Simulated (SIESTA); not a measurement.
Input and output of a self-consistent single point for GaPPt5 (P4/mmm, 7 atoms in the cell) (SIESTA).

Computed with GGA PBEsol, numerical atomic orbitals DZP, PseudoDojo PBEsol standard norm-conserving potentials (rewritten from UPF to PSML) run with SIESTA.

The change in words: lattice scaled by 0.98. Reference geometry:
```xyz
7
Lattice="3.8487 0.0000 0.0000 0.0000 3.8487 0.0000 0.0000 0.0000 6.7634" Properties=species:S:1:pos:R:3 pbc="T T T"
Ga     1.9243     1.9243     0.0000
P      0.0000     0.0000     3.3817
Pt     0.0000     1.9243     1.9609
Pt     0.0000     1.9243     4.8026
Pt     1.9243     0.0000     1.9609
Pt     1.9243     0.0000     4.8026
Pt     0.0000     0.0000     0.0000
```

Reference input (self-consistent single point, DFT, GGA PBEsol, numerical atomic orbitals DZP, PseudoDojo PBEsol standard norm-conserving potentials (rewritten from UPF to PSML)): XC.functional = GGA; XC.authors = PBEsol; potentials = PseudoDojo PBEsol standard; PAO.BasisSize = DZP; PAO.EnergyShift = 0.005 Ry; MeshCutoff = 350 Ry; kgrid.MonkhorstPack = 7 7 4; OccupationFunction = MP; OccupationMPOrder = 0; ElectronicTemperature = 100 meV; MaxSCFIterations = 150; SCF.Mixer.Method = Pulay. This run's input differs from it in these lines:

```diff
@@ -13,5 +13,5 @@
 %block LatticeVectors
-     3.848680000    0.000000000    0.000000000
-     0.000000000    3.848680000    0.000000000
-     0.000000000    0.000000000    6.763431000
+     3.771706000    0.000000000    0.000000000
+     0.000000000    3.771706000    0.000000000
+     0.000000000    0.000000000    6.628162000
 %endblock LatticeVectors
@@ -19,8 +19,8 @@
 %block AtomicCoordinatesAndAtomicSpecies
-     1.924340000    1.924340000    0.000000000  1
-     0.000000000    0.000000000    3.381715500  2
-     0.000000000    1.924340000    1.960853916  3
-     0.000000000    1.924340000    4.802577084  3
-     1.924340000    0.000000000    1.960853916  3
-     1.924340000    0.000000000    4.802577084  3
+     1.885853000    1.885853000    0.000000000  1
+     0.000000000    0.000000000    3.314081000  2
+     0.000000000    1.885853000    1.921636727  3
+     0.000000000    1.885853000    4.706525273  3
+     1.885853000    0.000000000    1.921636727  3
+     1.885853000    0.000000000    4.706525273  3
      0.000000000    0.000000000    0.000000000  3
```

Log, with long lists cut:

```
        iscf     Eharris(eV)        E_KS(eV)     FreeEng(eV)     dDmax    Ef(eV) dHmax(eV)
   scf:    1   -19932.348977   -20013.870727   -20013.875995  1.171917 -0.767429 10.055370
   scf:    2   -20033.489811   -20026.130837   -20026.134206  0.490634 -2.004000  3.794148
   scf:    3   -20027.647497   -20027.180810   -20027.185519  0.206960 -2.346100  1.316133
   scf:    4   -20027.289278   -20027.257341   -20027.262484  0.051149 -2.401601  1.346721
   scf:    5   -20027.318872   -20027.291880   -20027.297155  0.081926 -2.468794  0.549097
   [... 4 lines left out ...]
   scf:   10   -20027.295919   -20027.295916   -20027.301197  0.000474 -2.497419  0.000992
   scf:   11   -20027.295916   -20027.295916   -20027.301197  0.000067 -2.497524  0.000232
   scf:   12   -20027.295916   -20027.295916   -20027.301197  0.000022 -2.497564  0.000114
   scf:   13   -20027.295916   -20027.295916   -20027.301197  0.000007 -2.497590  0.000100
SCF Convergence by DM+H criterion
max |DM_out - DM_in|         :     0.0000067345
max |H_out - H_in|      (eV) :     0.0001000621
SCF cycle converged after 13 iterations

Using DM_out to compute the final energy and forces

siesta: E_KS(eV) =           -20027.2959

siesta: E_KS - E_eggbox =    -20027.2959

siesta: Atomic forces (eV/Ang):
     1    0.000000   -0.000000    0.000000
     2    0.000000    0.000000    0.000001
     3    0.000000    0.000000   -0.028702
     4    0.000000    0.000000    0.028701
     5    0.000000   -0.000000   -0.028702
     6    0.000000   -0.000000    0.028701
     7   -0.000000   -0.000000    0.000000
   Tot    0.000000   -0.000000   -0.000000
   Max    0.028702
   Res    0.012527    sqrt( Sum f_i^2 / 3N )
   Max    0.028702    constrained

   [... lines left out ...]
siesta: FreeEng =    -20027.301197
   [... lines left out ...]
siesta:    -0.233362   -0.000000   -0.000000
siesta:     0.000000   -0.233362   -0.000000
siesta:    -0.000000   -0.000000   -0.221508

siesta: Cell volume =         94.290683 Ang**3

siesta: Pressure (static):
siesta:                Solid            Molecule  Units
siesta:           0.00249860          0.00249245  Ry/Bohr**3
siesta:           0.22941098          0.22884585  eV/Ang**3
siesta:         367.55690844        366.65146713  kBar
```

The run converged in 13 iterations. Against the reference run the free energy rises by 130 meV/atom, the pressure goes from 14.11 to 36.76 GPa and the largest force goes from 0.013 to 0.029 eV/Å.

The starting cell comes from a database of computed structures (which also holds hypothetical and non-ambient phases and stackings), without a prior relaxation at this level. Its lattice was rescaled by a random factor within 2.5 % of one. For this run, on top of that: lattice scaled by 0.98. Spin polarisation is off. Values carry the incompleteness of an atom-centred basis. With a pressure of about 37 GPa the cell is away from its equilibrium volume at this level.

Cost on one core of a shared machine: roughly 80 s.
